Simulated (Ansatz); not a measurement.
Cubic perovskite BaZrO₃, treated with rVV10 (Ansatz, a quantum-chemistry and plane-wave program, PAW).

Input file:

Ansatz 0.2 input:
```yaml
crystal:
  lattice:
    - [4.2385563239, 0.0, 0.0]
    - [0.0, 4.2385563239, 0.0]
    - [0.0, 0.0, 4.2385563239]
  atoms:
    - { symbol: Ba, position: [0.0, 0.0, 0.0] }
    - { symbol: Zr, position: [0.5, 0.5, 0.5] }
    - { symbol: O, position: [0.5, 0.0, 0.5] }
    - { symbol: O, position: [0.0, 0.5, 0.5] }
    - { symbol: O, position: [0.5, 0.5, 0.0] }
basis:
  ecutwfc: 520
  ecutrho_ratio: 4
  xc_grid: 2
kpoints:
  mp_grid: { grid: [8, 8, 8] }
  band_path:
    path:
      - [0.0, 0.0, 0.0]
      - [0.0, 0.071429, 0.0]
      - [0.0, 0.142857, 0.0]
      - [0.0, 0.214286, 0.0]
      - [0.0, 0.285714, 0.0]
      - [0.0, 0.357143, 0.0]
      - [0.0, 0.428571, 0.0]
      - [0.0, 0.5, 0.0]
      - [0.071429, 0.5, 0.0]
      - [0.142857, 0.5, 0.0]
      - [0.214286, 0.5, 0.0]
      - [0.285714, 0.5, 0.0]
      - [0.357143, 0.5, 0.0]
      - [0.428571, 0.5, 0.0]
      - [0.5, 0.5, 0.0]
      - [0.45, 0.45, 0.0]
      - [0.4, 0.4, 0.0]
      - [0.35, 0.35, 0.0]
      - [0.3, 0.3, 0.0]
      - [0.25, 0.25, 0.0]
      - [0.2, 0.2, 0.0]
      - [0.15, 0.15, 0.0]
      - [0.1, 0.1, 0.0]
      - [0.05, 0.05, 0.0]
      - [0.038462, 0.038462, 0.038462]
      - [0.076923, 0.076923, 0.076923]
      - [0.115385, 0.115385, 0.115385]
      - [0.153846, 0.153846, 0.153846]
      - [0.192308, 0.192308, 0.192308]
      - [0.230769, 0.230769, 0.230769]
      - [0.269231, 0.269231, 0.269231]
      - [0.307692, 0.307692, 0.307692]
      - [0.346154, 0.346154, 0.346154]
      - [0.384615, 0.384615, 0.384615]
      - [0.423077, 0.423077, 0.423077]
      - [0.461538, 0.461538, 0.461538]
      - [0.5, 0.5, 0.5]
      - [0.45, 0.5, 0.45]
      - [0.4, 0.5, 0.4]
      - [0.35, 0.5, 0.35]
      - [0.3, 0.5, 0.3]
      - [0.25, 0.5, 0.25]
      - [0.2, 0.5, 0.2]
      - [0.15, 0.5, 0.15]
      - [0.1, 0.5, 0.1]
      - [0.05, 0.5, 0.05]
      - [0.5, 0.5, 0.428571]
      - [0.5, 0.5, 0.357143]
      - [0.5, 0.5, 0.285714]
      - [0.5, 0.5, 0.214286]
      - [0.5, 0.5, 0.142857]
      - [0.5, 0.5, 0.071429]
    npoints: 1
hamiltonian:
  xc: { exchange: rpw86, correlation: pbe }
  dispersion: rvv10
  pseudopotentials: { kind: paw }
scf:
  occupations: { method: fermi_dirac, width: 0.01 }
  convergence: { dr2_threshold: 0.0000000005 }
output:
  forces: true
  stress: true
  eigenvalues: true
  write_bands: true
```

Excerpt of the program's output:

```
Crystal: 5 atoms, lattice volume = 76.147 Å³
Basis set: ecut = 520 eV, 2103 PW (Γ), exchange–correlation on 64×64×64 points (8 copies of the dense FFT grid, shifted against one another)
Bands: 25, of which v1, the nominal top of the filled ones, is band 20 counted from 1 (19 counted from 0)
Symmetry: 48 space group operations
Space group: Pm-3m (ITA 221), of the structure as read, at distance tolerance 4.2e-5 Å
k-points: 35 of 512
Functional: x = rpw86, c = pbe(β = 0.06672455060314922) + rvv10(b = 6.3, C = 0.0093)
SCF iter   1: F=—  HF=-11946.492879 eV  |F-HF|=—  |Δ(HF+E_count)|=         —  Δρ=1.24e-2  dr2=8.30e-2
SCF iter   2: F=—  HF=-11946.476030 eV  |F-HF|=—  |Δ(HF+E_count)|=   1.68e-2  Δρ=4.44e-3  dr2=1.43e-2
  ...
SCF iter   6: F=—  HF=-11946.472720 eV  |F-HF|=—  |Δ(HF+E_count)|=   1.89e-6  Δρ=5.47e-6  dr2=2.38e-8
SCF iter   7: F=-11946.472720 eV  HF=-11946.472720 eV  |F-HF|=1.09e-11  |Δ(HF+E_count)|=   4.41e-9  Δρ=7.16e-7  dr2=2.50e-10
SCF 1 converged in 7 iterations: F = -11946.472720 eV  dr2 = 2.50e-10
SCF converged after 7 iterations
Free energy (F): -11946.472720 eV
Internal energy: -11946.472720 eV  (E = F + TS)
E sigma→0 (E₀):  -11946.472720 eV
Fermi energy:    11.006838 eV
--- Forces (eV/Å), atoms counted from 1 ---
  atom   1  Ba    -0.00000000     0.00000000     0.00000000
  atom   2  Zr     0.00000000     0.00000000    -0.00000000
  atom   3  O      0.00000000    -0.00000000     0.00000000
  atom   4  O      0.00000000    -0.00000000    -0.00000000
  atom   5  O      0.00000000    -0.00000000    -0.00000000
--- Stress (GPa, compression-positive) ---
       -0.000172      -0.000000       0.000000
       -0.000000      -0.000172       0.000000
        0.000000       0.000000      -0.000172
  P = ⅓ Tr σ = -0.0002 GPa (-0.002 kbar)
```

The PAW data were made under PBE.

It cost about 13 core-seconds (a rough figure) of CPU time.
